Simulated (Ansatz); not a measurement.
Base system: an 8-atom supercell of BeS in the zinc blende structure (space group F-43m, No. 216; a = 4.8760 Å) at its relaxed geometry.

Computed with PBE, PAW, 420 eV (Ansatz, a quantum-chemistry and plane-wave program; spin-orbit coupling left out).

Base values:

```
Quantity    Value
--------  -------
Pressure  0.0 GPa
```

One thing is altered: a neutral S interstitial (started 1.99 Å from the nearest host atom), atoms relaxed at fixed cell, starting from a slightly rattled geometry.

Question: Estimate the effect on the final site of the added atom and pressure.

Answer: The final site of the added atom amounts to 3 Be at 1.90–2.18 Å and 2 S at 2.03–2.44 Å; the pressure goes from zero to 22.3 GPa.

The magnetic state is the one reached from the starting moments; the real material's order can differ, and small cells can't hold many antiferromagnetic ones. In so small a cell the defect repeats every few ångströms: this is an ordered compound, not a dilute defect. Starting moments died away, wholly or in part, for S interstitial (started 1.99 Å from the nearest host atom); another magnetic solution may exist. The defect cell is spin-polarised and ends with 0.0 μB.
